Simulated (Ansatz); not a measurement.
Worked calculations on one periodic cell of amorphous Al28O43Li2: Al28O43Li2, 73 atoms, volume 802.8 Å³, made by a melt-quench on the CHGNet potential and relaxed with DFT. O atoms were pushed apart under 1.9 Å during the dynamics, to hinder bonds among them. It is a model cell: composition and starting density were chosen by hand, and all elements were melted together. Cycles of charging were run to anneal it. These are PBE, scalar-relativistic without spin-orbit coupling (plane waves to 420 eV, PAW; Ansatz, an electronic-structure program) values and carry that method's errors. Sampling: a 2×2×2 Γ-centred mesh; Fermi-Dirac width 0.02 eV; no spin polarisation. Its volume was relaxed, its shape was free, and it stands at a mean pressure of 0.1 GPa with stress components up to 0.1 GPa; the relaxation ran on the zone centre alone. Its density went from a set 3.07 to 3.01 g/cm³. The cell is small and was quenched far faster than a real film, so it is one sample of the glass.

### Question
Count formal charges (Al +3, O -2, Li +1). What does the count lead one to expect at the Fermi level, and what does the calculation give?

### Answer
28 × (+3) + 43 × (-2) + 2 × (+1) = 0. The charges balance, so the anion-derived valence states can be full and a gap can open. On this mesh the highest filled and lowest empty level lie 3.08 eV apart; localised defect or tail levels set that (at the zone centre the more localised edge state sits most on one O atom with neighbours Al 1.79 Å, Al 1.86 Å, Li 1.89 Å), and the nearest spread-out levels lie 4.0 eV apart.

Four energies for an added electron at PBE on the zone centre alone (charged cells in a uniform background, spin-polarised): neutral at the neutral geometry -39955.409 eV; charged at the neutral geometry -39947.013 eV; charged and relaxed -39947.038 eV; neutral at the charged geometry -39955.381 eV.

### Question
Find the two relaxation energies and their sum, the reorganisation energy.

### Answer
On charging: -39947.013 − (-39947.038) = 0.025 eV. On discharging: -39955.381 − (-39955.409) = 0.028 eV. The sum is 0.053 eV. The carrier's level spreads over 62 of the 73 atoms' worth, more than a fifth of the atoms or a third of the atoms of its main element (six at least), and the sum is small, so it counts as a band carrier, whose relaxation energy shrinks as the cell grows. PBE's self-interaction favours spread-out carriers, so a hybrid can localise more.

Four energies for a hole at PBE on the zone centre alone (charged cells in a uniform background, spin-polarised): neutral at the neutral geometry -39955.409 eV; charged at the neutral geometry -39960.294 eV; charged and relaxed -39960.817 eV; neutral at the charged geometry -39954.288 eV.

### Question
Find the two relaxation energies and their sum, the reorganisation energy.

### Answer
On charging: -39960.294 − (-39960.817) = 0.523 eV. On discharging: -39954.288 − (-39955.409) = 1.121 eV. The sum is 1.644 eV. The carrier's level spreads over 3 of the 73 atoms' worth, so it counts as localised, most on one O atom with neighbours Al 1.79 Å, Al 1.86 Å, Li 1.89 Å (neutral geometry). The values are uncorrected: the image energy of a point charge in this cell, 2.84 × 14.40 / (2 × 9.3) = 2.2 eV before screening, is screened by electrons alone at the fixed geometry and by ions too after relaxing, and the carrier can be spread before it relaxes, so each term can be off by up to that value times 1/ε∞, some tenths of an eV. PBE's self-interaction favours spread-out carriers, so a hybrid can localise more.
